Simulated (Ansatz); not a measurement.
# Worked example: self-consistent single point of VCu₃Se₄ (R3m, 8 atoms in the cell) in Ansatz

Level of theory: LDA (PW92), default PAW files made with PBE (plane waves; Ansatz, a quantum-chemistry and plane-wave program).

The input file:

Ansatz 0.2 input:
```yaml
# VCu3Se4
crystal:
  lattice:
    - [5.603046, 0.000000, 0.000000]
    - [0.000000, 5.603046, 0.000000]
    - [0.000000, 0.000000, 5.603046]
  atoms:
    - { symbol: V, position: [0.005152, 0.005152, 0.005152] }
    - { symbol: Cu, position: [0.000000, 0.500000, 0.000000] }
    - { symbol: Cu, position: [0.500000, 0.000000, 0.000000] }
    - { symbol: Cu, position: [0.000000, 0.000000, 0.500000] }
    - { symbol: Se, position: [0.243340, 0.243340, 0.243340] }
    - { symbol: Se, position: [0.243340, 0.756660, 0.756660] }
    - { symbol: Se, position: [0.756660, 0.756660, 0.243340] }
    - { symbol: Se, position: [0.756660, 0.243340, 0.756660] }
basis:
  ecutwfc: 420.0 eV
kpoints:
  mp_grid:
    grid: [4, 4, 4]
hamiltonian:
  xc: lda
  pseudopotentials:
    kind: paw
scf:
  occupations:
    method: fixed
output:
  forces: true
  eigenvalues: true
  stress: true
```

The program printed (abridged):

```
WARN ansatz: RAYON_NUM_THREADS=1 ignored (pool sized by the plan → 1); use --threads N
Pseudopotentials: kind: paw
Pseudopotential: V, paw, valence charge 13
Pseudopotential: Cu, paw, valence charge 19
Pseudopotential: Se, paw, valence charge 16
Crystal: 8 atoms, lattice volume = 175.903 Å³
Basis set: ecut = 420 eV, 3407 PW (Γ)
Bands: 81, of which v1, the nominal top of the filled ones, is band 67 counted from 1 (66 counted from 0)
Symmetry: 6 space group operations
Space group: R3m (ITA 160), of the structure as read, at distance tolerance 5.6e-5 Å
k-points: 13 of 64 (time reversal used)
PAW frozen core: V, regenerated for the run's functional, and the local potential with it
PAW frozen core: Cu, regenerated for the run's functional, and the local potential with it
PAW frozen core: Se, regenerated for the run's functional, and the local potential with it
Initial density: superposition of atomic densities (neutral atoms: chi_scale 0, normalization atom), corrected by the library's trained network
Initial wavefunctions: pseudopotential atomic-orbital guess
Eigensolver: davidson
Functional: x = slater, c = lda
SCF iter   1: F=—  HF=-44064.035264 eV  |F-HF|=—  |Δ(HF+E_count)|=         —  Δρ=1.08e-2  dr2=8.93e-2  ethr=1.77e-3  ⟨swp⟩=4.0  Hψ=3234  notcnv=0  defer=125
all-band conjugate gradients solve this SCF's bands
preconditioner: auto → Resta (q_TF=auto, 2.607 Å⁻¹)
SCF iter   2: F=—  HF=-44064.042269 eV  |F-HF|=—  |Δ(HF+E_count)|=   7.00e-3  Δρ=1.10e-2  dr2=1.82e-1  ethr=6.67e-5  ⟨swp⟩=2.3  Hψ=2129  notcnv=0  defer=153
SCF iter   3: F=—  HF=-44064.018615 eV  |F-HF|=—  |Δ(HF+E_count)|=   2.37e-2  Δρ=5.64e-3  dr2=7.13e-2  ethr=6.67e-5  ⟨swp⟩=2.0  Hψ=1316  notcnv=0  defer=152
SCF iter   4: F=—  HF=-44064.014275 eV  |F-HF|=—  |Δ(HF+E_count)|=   4.34e-3  Δρ=2.13e-3  dr2=3.69e-3  ethr=5.32e-5  ⟨swp⟩=2.0  Hψ=974  notcnv=0  defer=155
SCF iter   5: F=—  HF=-44064.013781 eV  |F-HF|=—  |Δ(HF+E_count)|=   4.94e-4  Δρ=6.24e-4  dr2=3.77e-4  ethr=2.75e-6  ⟨swp⟩=2.8  Hψ=1311  notcnv=0  defer=155
SCF iter   6: F=—  HF=-44064.013765 eV  |F-HF|=—  |Δ(HF+E_count)|=   1.56e-5  Δρ=1.35e-4  dr2=3.68e-5  ethr=2.82e-7  ⟨swp⟩=2.0  Hψ=1275  notcnv=0  defer=113
SCF iter   7: F=—  HF=-44064.013761 eV  |F-HF|=—  |Δ(HF+E_count)|=   4.30e-6  Δρ=8.43e-5  dr2=1.78e-5  ethr=2.75e-8  ⟨swp⟩=2.0  Hψ=1389  notcnv=0  defer=113
SCF iter   8: F=—  HF=-44064.013760 eV  |F-HF|=—  |Δ(HF+E_count)|=   6.14e-7  Δρ=1.23e-5  dr2=2.61e-7  ethr=1.33e-8  ⟨swp⟩=1.8  Hψ=971  notcnv=0  defer=113
SCF iter   9: F=-44064.013760 eV  HF=-44064.013760 eV  |F-HF|=2.37e-8  |Δ(HF+E_count)|=   4.07e-8  Δρ=4.50e-6  dr2=4.35e-8  ethr=7.46e-11  ⟨swp⟩=10.5  Hψ=4983  notcnv=0
SCF 1 converged in 9 iterations: F = -44064.013760 eV  dr2 = 4.35e-8
SCF converged after 9 iterations
Free energy (F): -44064.013760 eV
Harris-Foulkes:  -44064.013760 eV  (|F-HF|=2.37e-8)
Internal energy: -44064.013760 eV  (E = F + TS)
E sigma→0 (E₀):  -44064.013760 eV
Fermi energy:    8.003460 eV
--- Per-component energies (eV) ---
  E_band       = -3367.201214
  E_kinetic    = 1711.042750
  E_local      = -30071.019983  (includes V_loc(G=0)·N_el)
  E_nonlocal   = -1201.601597
  E_hartree    = 13907.660008
  E_xc         = -807.796428
  E_vxc        = -901.410743  (∫ρ·V_xc dr)
  E_paw        = -13159.569746  (= ΣΔE_a)
  E_vpaw       = -719.554566  (= ΣTr[D̂ρ^β])
  E_aug_tail   = -0.001577  (compensation charges beyond the density's cutoff)
  E_ewald      = -14453.291768
  E_core_change = 10.564579  (= ΣΔE_core)
  E_smearing   = -0.000000  (= −TS)
  E_closure    = -0.000000  (closes the sum)
  Σ components = -44064.013760   (vs F -44064.013760, Δ=0.00e0)
--- Forces (eV/Å), atoms counted from 1 ---
  atom   1  V     -0.47645483    -0.47645483    -0.47645483
  atom   2  Cu    -0.02615149     0.07257182    -0.02615149
  atom   3  Cu     0.07257182    -0.02615149    -0.02615149
  atom   4  Cu    -0.02615149    -0.02615149     0.07257182
  atom   5  Se    -0.05882170    -0.05882170    -0.05882170
  atom   6  Se    -0.30076882     0.40788108     0.40788108
  atom   7  Se     0.40788108     0.40788108    -0.30076882
  atom   8  Se     0.40788108    -0.30076882     0.40788108
  max |Σ_I F_I| component: 1.43e-5 eV/Å
--- Stress (GPa, compression-positive) ---
       -5.198638       0.243354       0.243354
        0.243354      -5.198638       0.243354
        0.243354       0.243354      -5.198638
  P = ⅓ Tr σ = -5.1986 GPa (-51.986 kbar)
  The stress holds the Pulay correction. Without it, at fixed plane waves, as pw.x and ABINIT print it: P = -5.2451 GPa
--- Band table (eV; the first three rows and the last of 13) ---
  k-point 0: bands = ["-103.4716", "-103.4715", "-103.4715", "-61.3391", "-61.3391", "-61.3391", "-61.2803", "-61.2802", "-61.2802", "-61.2758", "-61.2758", "-61.2758", "-55.9903", "-39.7940", "-39.7940", "-39.7753", "-39.7712", "-39.7712", [...]
  k-point 1: bands = ["-103.4716", "-103.4715", "-103.4715", "-61.3391", "-61.3391", "-61.3391", "-61.2803", "-61.2802", "-61.2802", "-61.2758", "-61.2758", "-61.2758", "-55.9903", "-39.7940", "-39.7940", "-39.7753", "-39.7712", "-39.7712", [...]
  k-point 2: bands = ["-103.4716", "-103.4716", "-103.4715", "-61.3391", "-61.3391", "-61.3391", "-61.2803", "-61.2802", "-61.2802", "-61.2758", "-61.2758", "-61.2758", "-55.9903", "-39.7940", "-39.7940", "-39.7753", "-39.7712", "-39.7711", [...]
  k-point 12: bands = ["-103.4716", "-103.4716", "-103.4716", "-61.3394", "-61.3391", "-61.3391", "-61.2803", "-61.2802", "-61.2802", "-61.2758", "-61.2758", "-61.2757", "-55.9902", "-39.7940", "-39.7940", "-39.7753", "-39.7711", "-39.7711", [...]
```

The run converged in 9 iterations.

The starting cell comes from a database of computed structures (which also holds hypothetical and non-ambient phases and stackings), without a prior relaxation at this level. Its lattice was rescaled by up to half a per cent. One atom was moved a little off its site on purpose. With a pressure of about -5 GPa the cell is away from its equilibrium volume at this level. Ansatz's pressure includes its estimate of the finite-basis (Pulay) stress.
